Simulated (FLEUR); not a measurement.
Band structure of LaSi2Ir2 (I4/mmm, 5 atoms in the cell).

```
CELL_PARAMETERS angstrom
     -2.06493     2.06493     5.17361
      2.06493    -2.06493     5.17361
      2.06493     2.06493    -5.17361
ATOMIC_POSITIONS crystal
  La 0.00000 0.00000 0.00000
  Si 0.62904 0.62904 0.00000
  Si 0.37096 0.37096 0.00000
  Ir 0.25000 0.75000 0.50000
  Ir 0.75000 0.25000 0.50000
```

Computed with PBEsol, all-electron FLAPW (FLEUR), scalar-relativistic valence.

Settings: Kmax = 3.9 1/bohr; GmaxXC = 15.6 1/bohr; xcFunctional = PBEs; jspins = 1; l_soc = F; mode = hist; fermiSmearingEnergy = 0.00999582 Htr; mesh (inpgen div1-3) = 9 9 9; inpgen gamma flag = false; Gmax = 15.6 1/bohr; numbands = 0; maxIterBroyd = 15; imix = Anderson; alpha = 0.05.

The starting cell comes from a database of computed structures (which also holds hypothetical and non-ambient phases and stackings), without a prior relaxation at this level. Spin-orbit coupling is off. Spin polarisation is off. Values depend on the basis (sphere radii, cutoffs, local orbitals), which need not be converged.

Levels in eV from the Fermi level, bands 22 to 29:
```json
[
 {"point": "Γ", "22": "-1.28", "23": "-1.26", "24": "-1.26", "25": "-0.75", "26": "0.38", "27": "1.52", "28": "1.52", "29": "2.44"},
 {"point": "X", "22": "-1.87", "23": "-1.84", "24": "-1.80", "25": "-0.78", "26": "0.84", "27": "0.86", "28": "1.71", "29": "2.26"},
 {"point": "Y", "22": "-2.44", "23": "-1.89", "24": "-1.04", "25": "-0.86", "26": "0.85", "27": "0.85", "28": "1.89", "29": "2.26"},
 {"point": "S", "22": "-2.81", "23": "-2.74", "24": "-0.17", "25": "0.21", "26": "0.26", "27": "2.15", "28": "2.19", "29": "2.43"},
 {"point": "Z", "22": "-0.35", "23": "-0.35", "24": "-0.28", "25": "0.38", "26": "1.52", "27": "2.02", "28": "2.16", "29": "2.25"},
 {"point": "S1", "22": "-2.81", "23": "-2.74", "24": "-0.17", "25": "0.21", "26": "0.26", "27": "2.15", "28": "2.19", "29": "2.43"},
 {"point": "N", "22": "-2.94", "23": "-2.37", "24": "-1.54", "25": "0.01", "26": "1.33", "27": "1.83", "28": "2.16", "29": "2.36"},
 {"point": "P", "22": "-1.86", "23": "-1.85", "24": "-1.26", "25": "-1.26", "26": "0.85", "27": "0.85", "28": "1.70", "29": "2.33"},
 {"point": "Y1", "22": "-2.44", "23": "-1.89", "24": "-1.04", "25": "-0.86", "26": "0.85", "27": "0.85", "28": "1.89", "29": "2.26"}
]
```
